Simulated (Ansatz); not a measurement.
Input:

```
CELL_PARAMETERS angstrom
      0.00000     2.98447     2.98447
      2.98447     0.00000     2.98447
      2.98447     2.98447     0.00000
ATOMIC_POSITIONS crystal
  In 0.00000 0.00000 0.00000
  P  0.25000 0.25000 0.25000
```

Computed with r2SCAN with spin-orbit coupling, rigid bands (plane waves, PAW; Ansatz, a first-principles code). Condition of this run: hydrostatic pressure -2 GPa (the target of the relaxation). How the cell was made: cell and atoms relaxed with r2SCAN, then loaded as said.

Problem. What conductivity effective mass do dilute holes have at 300 K?

Solution. 0.59 mₑ.

Problem. What conductivity effective mass do dilute electrons have at 300 K?

Solution. 0.072 mₑ.

Problem. And the band gap?

Solution. 0.82 eV at this level; semilocal functionals usually fall short of the measured gap.

Rigid bands, one relaxation time for all states, no polarons.
